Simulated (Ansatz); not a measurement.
The starting structures come from a database of crystals and need not be the phases stable at ambient conditions.

The decay constant κ of evanescent states in the gap governs leakage through a thin film.

Given:

```yaml
crystal:
  lattice:
    - [8.56941, 0.00000, 0.00000]
    - [-3.65276, 7.75191, 0.00000]
    - [-2.37444, -3.74369, 4.58714]
  atoms:
    - { symbol: K, position: [0.07138, 0.42012, 0.74575] }
    - { symbol: K, position: [0.92862, 0.57988, 0.25425] }
    - { symbol: K, position: [0.42012, 0.07138, 0.24575] }
    - { symbol: K, position: [0.57988, 0.92862, 0.75425] }
    - { symbol: Na, position: [0.00000, 0.00000, 0.75000] }
    - { symbol: Na, position: [0.00000, 0.00000, 0.25000] }
    - { symbol: Ga, position: [0.50000, 0.50000, 0.75000] }
    - { symbol: Ga, position: [0.50000, 0.50000, 0.25000] }
    - { symbol: P, position: [0.79058, 0.60820, 0.69939] }
    - { symbol: P, position: [0.20942, 0.39180, 0.30061] }
    - { symbol: P, position: [0.60820, 0.79058, 0.19939] }
    - { symbol: P, position: [0.39180, 0.20942, 0.80061] }
```

Space group of this cell: Ibam. The cell is taken as given.

Transport runs along the normal of the first two printed cell vectors.

The gap is the functional's own. No spin-orbit coupling. Mid-gap values are interpolated on the energy grid.

Compute, with PBEsol (Ansatz, a quantum-chemistry and plane-wave program), the band gap and the smallest decay constant κ at mid-gap.

Gap 1.33 eV on a 8×8×8 mesh; κ = 0.122 1/Å, at the zone centre.
